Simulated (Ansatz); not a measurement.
ZnF2, pressure series

Start from ZnF₂ in the rutile structure (space group P4_2/mnm, No. 136; a = 4.801 Å, c = 3.175 Å).

Cell and atoms are relaxed at each pressure.

Computed with DFT with PBE, PAW potentials and a 420 eV plane-wave cutoff in Ansatz (a program for electronic structure), no SOC.

Candidates:
(a) pressure −1 GPa
(b) pressure 0.9 GPa
(c) pressure 4.5 GPa

Before the change:

The c/a ratio comes out as 0.661.

Question: Order them by c/a ratio, highest first.

Answer: (c) pressure 4.5 GPa (0.669), (b) pressure 0.9 GPa (0.663), (a) pressure −1 GPa (0.659)

Load acts through the strain it causes; cell and atoms are relaxed under it. Whether these cells are dynamically stable was not tested.
